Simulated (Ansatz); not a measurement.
# B (model structure, started from the lonsdaleite type, P6/mmm, No. 191, 4 atoms in the cell)

Calculation: r²SCAN (Ansatz, an electronic-structure program, PAW).

Run with plane-wave cutoff 560 eV, 24×24×12 k mesh (along the axes of the cell as run), Fermi–Dirac smearing 0.05 eV, scalar-relativistic PAW data made under PBE.

Cell (relaxed at this level):

```xyz
4
Lattice="3.0030 0.0000 0.0000 -1.5015 2.6007 0.0000 0.0000 0.0000 3.9024" Properties=species:S:1:pos:R:3 pbc="T T T"
B      0.0000     1.7338     0.0000
B      1.5015     0.8669     1.9512
B      1.5015     0.8669     3.9024
B      0.0000     1.7338     1.9512
```

```json
{
 "band_gap": "zero (no gap)",
 "bulk modulus B0": "177 GPa"
}
```

Note: the bulk modulus is −V dP/dV from two relaxed cells at ±2 % in volume; the relaxation could raise the start's symmetry but not lower it, so the cell can be a saddle point.

A model structure was made by putting elements into a prototype or built by hand; it is no filed structure, need not be a known phase, and can be a saddle point held by its symmetry.
